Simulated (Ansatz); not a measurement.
Start from ZnO in the wurtzite structure (space group P6_3mc, No. 186; a = 3.235 Å, c = 5.211 Å).

Structures relaxed with r2SCAN (Ansatz, a program for electronic structure), spin-orbit coupling left out.

Base:

Simulated powder pattern, Mo Kα, λ = 0.71073 Å (kinematic, ideal powder, no thermal factors, no anomalous dispersion; the 14 strongest lines at most, above 2 %, up to 2θ = 40°):

| 2θ (°) | I/Imax (%) | hkl |
|---|---|---|
| 14.57 | 50 | (100) |
| 15.68 | 39 | (002) |
| 16.56 | 100 | (101) |
| 21.47 | 24 | (102) |
| 25.38 | 39 | (110) |
| 27.86 | 39 | (103) |
| 29.39 | 5.9 | (200) |
| 29.97 | 33 | (112) |
| 30.46 | 17 | (201) |
| 31.66 | 3.0 | (004) |
| 33.48 | 5.7 | (202) |
| 35.01 | 3.2 | (104) |
| 38.04 | 13 | (203) |
| 39.22 | 4.1 | (210) |

Perturbation: the cell is scaled by 1.0120 in all directions, atoms relaxed at fixed cell.

Question: How do the reflections move or split?

Answer: 
Simulated powder pattern, Mo Kα, λ = 0.71073 Å (kinematic, ideal powder, no thermal factors, no anomalous dispersion; the 14 strongest lines at most, above 2 %, up to 2θ = 40°):

```json
[
 {"2θ (°)": "14.40", "I/Imax (%)": "50", "hkl": "(100)"},
 {"2θ (°)": "15.49", "I/Imax (%)": "39", "hkl": "(002)"},
 {"2θ (°)": "16.36", "I/Imax (%)": "100", "hkl": "(101)"},
 {"2θ (°)": "21.21", "I/Imax (%)": "24", "hkl": "(102)"},
 {"2θ (°)": "25.08", "I/Imax (%)": "39", "hkl": "(110)"},
 {"2θ (°)": "27.52", "I/Imax (%)": "39", "hkl": "(103)"},
 {"2θ (°)": "29.03", "I/Imax (%)": "6.0", "hkl": "(200)"},
 {"2θ (°)": "29.61", "I/Imax (%)": "34", "hkl": "(112)"},
 {"2θ (°)": "30.09", "I/Imax (%)": "18", "hkl": "(201)"},
 {"2θ (°)": "33.07", "I/Imax (%)": "5.7", "hkl": "(202)"},
 {"2θ (°)": "34.58", "I/Imax (%)": "3.2", "hkl": "(104)"},
 {"2θ (°)": "37.57", "I/Imax (%)": "13", "hkl": "(203)"},
 {"2θ (°)": "38.73", "I/Imax (%)": "4.1", "hkl": "(210)"},
 {"2θ (°)": "39.56", "I/Imax (%)": "13", "hkl": "(211)"}
]
```

The indices refer to the base's conventional cell; one index is shown for lines that coincide.

The cells carry an imposed strain or load. No phonon test of stability was made.
